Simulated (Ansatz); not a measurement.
The parent structure is SiO2 in the rutile structure (space group P4_2/mnm, No. 136; a = 4.1945 Å, c = 2.6785 Å). Axes: x, y, z lie along a, b, c of the conventional cell.

Computed with Kohn–Sham DFT with the PBEsol functional, run in Ansatz (an electronic-structure program) with PAW and 420 eV plane waves, no spin-orbit coupling.

Perturbation: the cell is scaled by 1.0060 in all directions; the atoms relax in the strained cell.

Q: Predict the stress tensor and what it implies for the stiffness.

A: Stress of the strained cell less that of the base (GPa, compression positive):
```
  -4.57    0.00    0.00
   0.00   -4.57    0.00
   0.00    0.00   -6.30
```

Then B = −ΔP/(ΔV/V₀) with ΔV/V₀ = 0.0181 gives secant stiffness values (nonlinear terms included at this strain): B (at held cell shape, above the free-shape value) ≈ 284 GPa.

Stability against distortions was not tested.
